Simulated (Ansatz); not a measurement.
Convergence study of shifted k-point meshes for Sb (Im-3m, 1 atom in the cell)

```xyz
1
Lattice="-1.8620 1.8620 1.8620 1.8620 -1.8620 1.8620 1.8620 1.8620 -1.8620" Properties=species:S:1:pos:R:3 pbc="T T T"
Sb     0.0000     0.0000     0.0000
```

Level of theory: LDA (PW92), default PAW files made with PBE (plane waves; Ansatz, a program for electronic structure).

Base settings: basis.ecutwfc = 420 eV; kpoints.mp_grid.grid = 12 12 12; hamiltonian.xc = lda; hamiltonian.pseudopotentials = {kind: paw} (the program's default PAW files); scf.occupations.method = gaussian; scf.occupations.width = 0.1 eV.

In this ladder: kpoints.mp_grid.shift = 0.5 0.5 0.5.

Only quantities that move along the ladder and can be compared are tabulated.

The count of work is k-points × plane waves × bands × iterations; it is no time. 

The starting cell comes from a database of computed structures (which also holds hypothetical and non-ambient phases and stackings), without a prior relaxation at this level. Its lattice was rescaled by up to half a per cent. Ansatz's pressure includes its estimate of the finite-basis (Pulay) stress.

```tsv
kpoints.mp_grid.grid	free energy less the last step's (meV/atom)	pressure (GPa)	count of work / last
2 2 2	2933.72	32.01	0.00097
3 3 3	926.10	-1.94	0.0019
4 4 4	-13.80	0.48	0.0029
5 5 5	110.33	0.58	0.0056
6 6 6	22.01	-0.17	0.0068
7 7 7	-53.44	-1.47	0.0097
8 8 8	5.70	-0.18	0.015
9 9 9	-1.66	-1.86	0.020
10 10 10	9.13	-0.86	0.025
11 11 11	-1.80	-1.09	0.032
12 12 12	10.88	-0.79	0.038
13 13 13	7.85	-1.31	0.047
15 15 15	3.39	-0.87	0.068
16 16 16	-4.61	-1.08	0.079
18 18 18	0.80	-0.98	0.11
20 20 20	-0.26	-0.92	0.14
22 22 22	1.26	-0.98	0.18
24 24 24	-0.76	-0.86	0.23
27 27 27	0.06	-0.89	0.32
30 30 30	0.23	-0.99	0.42
33 33 33	0.06	-0.94	0.55
37 37 37	-0.02	-0.95	0.75
41 41 41	0.00	-0.96	1.0
```

Coarsest kpoints.mp_grid.grid that holds the pressure within 0.05 GPa of the last step, with all finer ones: 30 30 30, at 0.42 of the last step's count of work; the step before is off by 0.07 GPa.

Coarsest kpoints.mp_grid.grid that holds the free energy within 5 meV/atom of the last step, with all finer ones: 15 15 15, at 0.068 of the last step's count of work; the step before is off by 7.8 meV/atom.

Keys are those of Ansatz 0.2.
